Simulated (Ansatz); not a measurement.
Consider a periodic stack without vacuum, hcp Mg (0 0 1) on wurtzite GaN (0 0 1) (film strained to the substrate, started from cuts of the bulks and a machine-learned relaxation; slabs Ga6N6 and Mg4, which can lie off the formulas): substrate slab Ga6N6, film Mg4, surface cells [[0, -1], [1, 0]] and [[0, -1], [1, 0]], film strained by +0.6 and +0.6 %, outermost planes Ga/N and Mg/Mg as cut, which need not be the usual terminations and can put a slab off its formula. Its start:

```xyz
16
Lattice="3.2185 0.0000 0.0117 1.6092 2.7873 -0.0362 0.9082 0.5115 26.3686" Properties=species:S:1:pos:R:3 pbc="T T T"
Ga     3.2676     1.5194     1.0002
Ga     1.6305     0.7597     3.7036
N      3.2421     1.6795     3.0964
N      1.6262     0.7906     5.6670
Ga     3.2331     1.7295     6.3153
Ga     1.6157     0.8295     8.9379
N      3.2275     1.7496     8.2572
N      1.5974     0.8503    10.8705
Ga     3.2050     1.7887    11.5491
Ga     1.5816     0.8879    14.2035
N      3.1945     1.8065    13.4659
N      1.5676     0.9154    16.0953
Mg     3.1738     1.8556    16.7434
Mg     2.7567     0.6023    19.9139
Mg     2.7675     2.5607    22.4426
Mg     2.7445     0.8627    25.0323
```

The start was prepared with a machine-learned potential, and the result is one local minimum, with the in-plane cell held and forces under 0.04 eV/Å; the film can end far from its bulk form.

All values below come from PBE (plane waves to 420 eV, PAW; Ansatz, a first-principles code). Spin–orbit coupling is left out; the runs are not spin-polarised; PBE gaps are too small against experiment. Its k-point mesh 11×11×1, Fermi–Dirac width 0.05 eV.

Task: Predict the relaxed interface.

Result: 
| Item | Value |
|---|---|
| interface area | 9.0 Å² |
| period | 25.82 Å |
| heights between the nearest atoms of the two slabs at the two interfaces | 0.53 and 2.19 Å |
| Ga–Mg contacts across the interfaces within 1.22 times the sum of covalent radii | 6, mean 2.98 Å |
| Mg–N contacts across the interfaces within 1.22 times the sum of covalent radii | 3, mean 1.93 Å |
